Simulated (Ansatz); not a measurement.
**Several settings converged on a (110) slab of Mo (cut from a parent of space group no. 229; 5 atoms in the cell)**

```
Mo
1.0
    2.71434     0.00000     0.00000
   -3.61912     2.55910     0.00000
    0.00000     0.00000    22.86500
Mo
5
Direct
  0.00000   0.00000   0.30615
  0.00000   0.50000   0.40307
  0.00000   0.00000   0.50000
  0.00000   0.50000   0.59693
  0.00000   0.00000   0.69385
```

Base method: LDA (PW92), default PAW files made with PBE (plane waves; Ansatz, a first-principles code).

Base settings: basis.ecutwfc = 30.9 Ry; kpoints.mp_grid.grid = 10 10 1; hamiltonian.xc = lda; hamiltonian.pseudopotentials = {kind: paw} (the program's default PAW files); scf.occupations.method = fermi_dirac; scf.occupations.width = 0.0073 Ry.

The count of work is k-points × plane waves × bands × iterations; it is no time. Core times come from one kind of shared machine, to one figure; runs under 30 s give none.

**The vacuum**

The mesh stays at the base's, so the ladder's end is converged at best in this setting alone.

Only quantities that move along the ladder and can be compared are tabulated.

| vacuum between outermost atoms (Å) | free energy less the last step's (meV/atom) | largest difference of a force vector from the last step's (eV/Å) | count of work / last |
|---|---|---|---|
| 3.0 | -278.27 | 1.421 | 0.31 |
| 4.0 | -95.15 | 0.623 | 0.33 |
| 5.0 | -24.91 | 0.165 | 0.36 |
| 6.0 | -5.70 | 0.039 | 0.38 |
| 7.0 | -1.25 | 0.010 | 0.41 |
| 8.0 | -0.29 | 0.003 | 0.44 |
| 10.0 | -0.02 | 0.000 | 0.49 |
| 12.0 | 0.00 | 0.000 | 0.54 |
| 14.0 | 0.00 | 0.000 | 0.59 |
| 17.0 | -0.01 | 0.000 | 0.66 |
| 20.0 | 0.00 | 0.000 | 0.74 |
| 25.0 | -0.01 | 0.000 | 0.87 |
| 30.0 | 0.00 | 0.000 | 1.0 |

Smallest vacuum between outermost atoms (Å) that holds the forces within 0.02 eV/Å of the last step, with all finer ones: 7.0, at 0.41 of the last step's count of work; the step before is off by 0.039 eV/Å.

Smallest vacuum between outermost atoms (Å) that holds the free energy within 0.5 meV/atom of the last step, with all finer ones: 8.0, at 0.44 of the last step's count of work; the step before is off by 1.3 meV/atom.

**The plane-wave cutoff**

The mesh stays at the base's, so the ladder's end is converged at best in this setting alone.

Only quantities that move along the ladder and can be compared are tabulated.

```tsv
basis.ecutwfc	free energy less the last step's (meV/atom)	largest difference of a force vector from the last step's (eV/Å)	count of work / last
15.4 Ry	2750.83	0.277	0.14
18.4 Ry	561.49	0.038	0.17
21.7 Ry	82.18	0.011	0.21
26.1 Ry	3.78	0.001	0.27
30.9 Ry	0.30	0.000	0.36
37.1 Ry	0.13	0.000	0.45
46.3 Ry	0.05	0.000	0.65
61.7 Ry	0.00	0.000	1.0
```

Coarsest basis.ecutwfc that holds the free energy within 0.5 meV/atom of the last step, with all finer ones: 30.9 Ry, at 0.36 of the last step's count of work; the step before is off by 3.8 meV/atom.

Coarsest basis.ecutwfc that holds the forces within 0.005 eV/Å of the last step, with all finer ones: 26.1 Ry, at 0.27 of the last step's count of work; the step before is off by 0.011 eV/Å.

**The depth of the slab**

On the (110) slab of Mo (cut from a parent of space group no. 229; 1 atoms in the cell), and deeper slabs.

Surface energy = (E_slab − N e_bulk)/2A, with e_bulk from the bulk crystal on its finest mesh (680 k-points); errors per atom of slab and bulk, whose meshes differ, grow with N. The bulk cell stands at -6.0 GPa at this level, so the slab is strained in the plane.

The mesh stays at the base's, so the ladder's end is converged at best in this setting alone.

Only quantities that move along the ladder and can be compared are tabulated.

| atoms | unrelaxed surface energy (J/m²) | count of work / last | core time / last (rough) |
|---|---|---|---|
| 1 | 3.749 | 0.026 | – |
| 2 | 3.335 | 0.057 | – |
| 3 | 3.419 | 0.094 | – |
| 4 | 3.350 | 0.14 | – |
| 5 | 3.361 | 0.19 | – |
| 6 | 3.362 | 0.29 | – |
| 7 | 3.358 | 0.36 | – |
| 9 | 3.371 | 0.54 | 0.5 |
| 10 | 3.388 | 0.64 | 0.6 |
| 13 | 3.393 | 1.0 | 1 |

Smallest size that holds the unrelaxed surface energy within 0.05 J/m² of the last step, with all finer ones: 3, at 0.094 of the last step's count of work; the step before is off by 0.058 J/m².

On the base run: the starting cell has typed, rounded lattice constants, without a prior relaxation at this level. The slab is cut from that crystal, and its faces are unrelaxed. Its lattice was rescaled by up to half a per cent. Spin polarisation is off.

Left out of this page: 1 run of the series outside the window shown, repeating another row's setting, or not comparable.

Keys are those of Ansatz 0.2.
